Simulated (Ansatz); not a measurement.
Cells marked so need not be the phases stable at ambient conditions, and some may be hypothetical.

The gap is the functional's own. No spin-orbit coupling. Mid-gap values are interpolated on the energy grid.

A. SiO2 (P4_12_12, 12 atoms a cell, 14.4 Å³ an atom), along the normal of (001)
B. ZnS (P6_3mc, 28 atoms a cell, 19.5 Å³ an atom), along the normal of (001)
C. MgSe (P6_3mc, wurtzite, not sure to be the ambient phase, 4 atoms a cell, 26.3 Å³ an atom), along the normal of (100)

Task: Order them by mid-gap decay constant of the slowest evanescent state (highest first) at the level r2SCAN in Ansatz (an electronic-structure program).

Result: A (0.55 1/Å), C (0.22 1/Å), B (0.17 1/Å)
